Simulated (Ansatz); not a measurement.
## What pressure 0.7 GPa does to Bi2Se3

The reference is Bi₂Se₃ in the Bi2Te3 type structure (space group R-3m, No. 166; a = 4.145 Å, c = 29.266 Å (hexagonal axes)).

Now apply this change: a hydrostatic pressure of 0.7 GPa.

Method: r2SCAN+rVV10 (Ansatz, a first-principles code, PAW, no spin-orbit coupling). Settings: 9×9×9 k-points, 0.05 eV Fermi–Dirac smearing.

| quantity | base | changed | shift |
|---|---|---|---|
| density | 7.49 g/cm³ | 7.64 g/cm³ | +0.15 g/cm³ |
| lattice parameter a | 4.145 Å | 4.130 Å | -0.015 Å |
| c/a ratio | 7.061 | 6.997 | -0.064 |
| shortest interatomic distance | 2.853 Å | 2.847 Å | -0.006 Å |
| enthalpy H = E + PV relative to the base's energy | – | +0.13 eV/atom | – |
| band gap | 0.60 eV | 0.52 eV | -0.08 eV |
| gap character | direct at Γ | direct at Γ | – |
| mean gap deformation potential ΔEg/Δln V | – | +3.9 eV | – |
| width of the top valence band | 1.22 eV | 1.32 eV | +0.10 eV |
| electron mass | 0.45 mₑ along c, 0.11 mₑ across (at Γ) | 0.35 mₑ along c, 0.11 mₑ across (at Γ) | – |
| hole mass | 0.38 mₑ along c, 0.24 mₑ across (at Γ) | 0.31 mₑ along c, 0.19 mₑ across (at Γ) | – |
| valence-band top at Γ (three highest levels, from the VBM) | 0.00, -1.23, -1.23 eV | 0.00, -1.32, -1.32 eV | – |

Cost of the whole job for the changed cell (relaxation, final SCF and bands): around 14 core-minutes (rough).

With Bi present, leaving out spin-orbit coupling can change the band edges. Load acts through the strain it causes; cell and atoms are relaxed under it. Effective masses come from finite differences of ±0.01 Å⁻¹. Stability against distortions was not tested.
